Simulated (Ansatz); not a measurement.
GeSb2Te4 (R-3m, No. 166, 7 atoms in the cell; start mp-1224370), treated with PBEsol (PAW; Ansatz, a program for electronic structure).

Run with plane-wave cutoff 520 eV, 16×16×16 k mesh, Fermi–Dirac smearing 0.05 eV, scalar-relativistic PAW data made under PBE.

Cell (relaxed at this level):

```yaml
crystal:
  lattice:
    - [2.12315, 1.22580, 12.92766]
    - [-2.12315, 1.22580, 12.92766]
    - [0.00000, -2.45161, 12.92766]
  atoms:
    - { symbol: Ge, position: [0.00000, 0.00000, 0.00000] }
    - { symbol: Sb, position: [0.14157, 0.14157, 0.14157] }
    - { symbol: Sb, position: [0.85843, 0.85843, 0.85843] }
    - { symbol: Te, position: [0.42961, 0.42961, 0.42961] }
    - { symbol: Te, position: [0.57039, 0.57039, 0.57039] }
    - { symbol: Te, position: [0.29192, 0.29192, 0.29192] }
    - { symbol: Te, position: [0.70808, 0.70808, 0.70808] }
```

Task: Predict the bulk modulus.

Result: 
- bulk modulus = 54.7 GPa

The run finds no gap.

Note: the bulk modulus is −V dP/dV from two relaxed cells at ±2 % in volume; the relaxation could not lower the start's symmetry, so the cell can be a saddle point above a distorted one.

Spin–orbit coupling is not included; it can open a gap where bands touch, and shift volumes and moduli.

Cost on a shared machine: roughly 50 core-minutes.

A start named mp-… is a Materials Project structure, which need not be a measured phase.
